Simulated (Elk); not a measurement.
**Worked example: self-consistent single point of Sc (P6_3/mmc, 2 atoms in the cell) in Elk**

Computed with PBE, all-electron FP-LAPW, Elk's shipped species files, LAPW+lo basis run with Elk.

The input file:

```
tasks
  0

xctype
  20

rgkmax
  7.5

gmaxvr
  14.0

nxoapwlo
  1

stype
  3

swidth
  0.00367493

avec
    3.1274967382   -5.4169832510    0.0000000000
    3.1274967382    5.4169832510    0.0000000000
    0.0000000000    0.0000000000    9.9588566768

sppath
  './'

atoms
  1   : nspecies
  'Sc.in'   : spfname
  2   : natoms; atposl, bfcmt below
  0.3333333333  0.6666666667  0.2500000000    0.0 0.0 0.0
  0.6666666667  0.3333333333  0.7500000000    0.0 0.0 0.0

ngridk
  11 11 6
```

Output (repeated stretches shortened):

```
│ Elk code version 10.2.4 │

All units are atomic (Hartree, Bohr, etc.)

│ Ground-state run starting from atomic densities │

Lattice vectors :
   3.127496738      -5.416983251       0.000000000
   3.127496738       5.416983251       0.000000000
   0.000000000       0.000000000       9.958856677

Unit cell volume      :    337.4378817
Brillouin zone volume :   0.7350988934

Muffin-tin inner radius fraction :   0.1000000000E-01

Nuclei treated as point charges

Species :    1 (Sc)
 parameters loaded from : Sc.in
 name : scandium
 nuclear charge    :   -21.00000000
 electronic charge :    21.00000000
 atomic mass :    81949.61066
 muffin-tin radius :    2.400000000
 number of radial points in muffin-tin :    497
 atomic positions (lattice), magnetic fields (Cartesian) :
   1 :   0.33333333  0.16666667  0.25000000    0.00000000  0.00000000  0.00000000
   2 :  -0.33333333 -0.16666667 -0.25000000    0.00000000  0.00000000  0.00000000

Total number of atoms per unit cell :    2

Spin treatment :
 spin-unpolarised

Number of Bravais lattice symmetries :   24
Number of crystal symmetries         :   24
Crystal has inversion symmetry
Real symmetric eigensolver will be used

k-point grid :     11    11     6
k-point offset :    0.000000000       0.000000000       0.000000000
k-point set is reduced with full crystal symmetry group
Total number of k-points :       64

Muffin-tin radius times maximum |G+k| :    7.500000000
 using average radius
Maximum |G+k| for APW functions       :    3.125000000
Maximum (1/2)|G+k|²                   :    4.882812500
Maximum |G| for potential and density :    14.00000000
 potential will be trimmed for |G| > 2 gkmax
Constant for pseudocharge density :    8
Radial integration step length :    4

G-vector grid sizes :     28    28    45
Number of G-vectors :    15561

Maximum angular momentum used for
 APW functions                      :    8
 outer part of muffin-tin           :    6
 inner part of muffin-tin           :    1

Total nuclear charge    :   -42.00000000
Total core charge       :    20.00000000
Total valence charge    :    22.00000000
Total excess charge     :    0.000000000
Total electronic charge :    42.00000000

Effective Wigner radius, rₛ :    1.242468286

Number of empty states         :    8
Total number of valence states :   19
Total number of core states    :   20

Total number of local-orbitals :   26

Exchange-correlation functional :     20     0     0
 Perdew-Burke-Ernzerhof, Phys. Rev. Lett. 77, 3865 (1996)
 gradient requirement :    1
 generalised gradient approximation (GGA)

Smearing type :    3
 Fermi-Dirac
Smearing width :   0.3674930000E-02
Effective electronic temperature (K) :    1160.451112

Mixing type :    3
 Broyden mixing, J. Phys. A: Math. Gen. 17, L317 (1984)

Kohn-Sham potential initialised from atomic data

│ Self-consistent loop started │
│ Loop number : 1 │
 total energy                :     -1528.39019563
│ Loop number : 2 │
 total energy                :     -1528.42612309
RMS change in Kohn-Sham potential (target) :   0.3388251628     (  0.1000000000E-05)
Absolute change in total energy (target)   :   0.3592746186E-01 (  0.1000000000E-03)
│ Loop number : 3 │
 total energy                :     -1528.50953745
RMS change in Kohn-Sham potential (target) :   0.2885997866     (  0.1000000000E-05)
Absolute change in total energy (target)   :   0.9239621996E-01 (  0.1000000000E-03)
│ Loop number : 4 │
 total energy                :     -1528.53486435
RMS change in Kohn-Sham potential (target) :   0.1475456205     (  0.1000000000E-05)
Absolute change in total energy (target)   :   0.4842595832E-01 (  0.1000000000E-03)
│ Loop number : 5 │
 total energy                :     -1528.54505955
RMS change in Kohn-Sham potential (target) :   0.5068559976E-01 (  0.1000000000E-05)
Absolute change in total energy (target)   :   0.2230169144E-01 (  0.1000000000E-03)
│ Loop number : 6 │
 total energy                :     -1528.54008755
RMS change in Kohn-Sham potential (target) :   0.1327470068E-01 (  0.1000000000E-05)
Absolute change in total energy (target)   :   0.6034157732E-03 (  0.1000000000E-03)
│ Loop number : 7 │
 total energy                :     -1528.54060019
RMS change in Kohn-Sham potential (target) :   0.8058987970E-03 (  0.1000000000E-05)
Absolute change in total energy (target)   :   0.6634934959E-03 (  0.1000000000E-03)
│ Loop number : 8 │
 total energy                :     -1528.53802815
RMS change in Kohn-Sham potential (target) :   0.3875384349E-03 (  0.1000000000E-05)
Absolute change in total energy (target)   :   0.2406160876E-02 (  0.1000000000E-03)
│ Loop number : 9 │
 total energy                :     -1528.54060368
RMS change in Kohn-Sham potential (target) :   0.2825207771E-04 (  0.1000000000E-05)
Absolute change in total energy (target)   :   0.1973990234E-02 (  0.1000000000E-03)
│ Loop number : 10 │
 total energy                :     -1528.54064341
RMS change in Kohn-Sham potential (target) :   0.1976352554E-04 (  0.1000000000E-05)
Absolute change in total energy (target)   :   0.5332296139E-03 (  0.1000000000E-03)
│ Loop number : 11 │
 total energy                :     -1528.54017816
RMS change in Kohn-Sham potential (target) :   0.1199335006E-05 (  0.1000000000E-05)
Absolute change in total energy (target)   :   0.3319409702E-03 (  0.1000000000E-03)
│ Loop number : 12 │
 total energy                :     -1528.54017487
RMS change in Kohn-Sham potential (target) :   0.2409684624E-06 (  0.1000000000E-05)
Absolute change in total energy (target)   :   0.8628030423E-04 (  0.1000000000E-03)
Convergence targets achieved

│ Loop number : 13 │

Energies :
 Fermi                       :     0.205015328408
 sum of eigenvalues          :     -894.465986968
 electron kinetic            :      1541.30664711
 core electron kinetic       :      1429.89540351
 Coulomb                     :     -2991.62518029
 Coulomb potential           :     -2334.53654938
 nuclear-nuclear             :     -196.079447732
 electron-nuclear            :     -3256.55491574
 Hartree                     :      461.009183178
 Madelung                    :     -1824.35690560
 xc potential                :     -101.236084691
 exchange                    :     -76.4655636363
 correlation                 :     -1.75131095933
 electron entropic           :    -0.476105047466E-02
 total energy                :     -1528.54016883

Density of states at Fermi energy :    110.6120411
 (states/Hartree/unit cell)

Estimated indirect band gap :   0.4548496265E-03
 from k-point     44 to k-point     19
Estimated direct band gap   :   0.5045935479E-02
 at k-point     45

Charges :
 core                        :    20.00000000
 valence                     :    22.00000000
 interstitial                :    3.835571564
 muffin-tins (core leakage)
  species :    1 (Sc)
   atom    1                 :    19.08221422     (  0.3288239014E-08)
   atom    2                 :    19.08221422     (  0.3288239014E-08)
 total in muffin-tins        :    38.16442844
 total calculated charge     :    42.01144749
 total charge                :    42.00000000
 error                       :   0.1144748757E-01

│ Self-consistent loop stopped │
```

The run converged in 13 iterations. The count includes the last loop, which Elk runs after its targets are met.

The starting cell has typed, rounded lattice constants, without a prior relaxation at this level. Values depend on the basis (sphere radii, cutoffs, local orbitals), which need not be converged. The log's line on a gap gives a spacing of levels on this mesh, which the program prints for metals too.

Cost on one core of a shared machine: roughly 40 s.
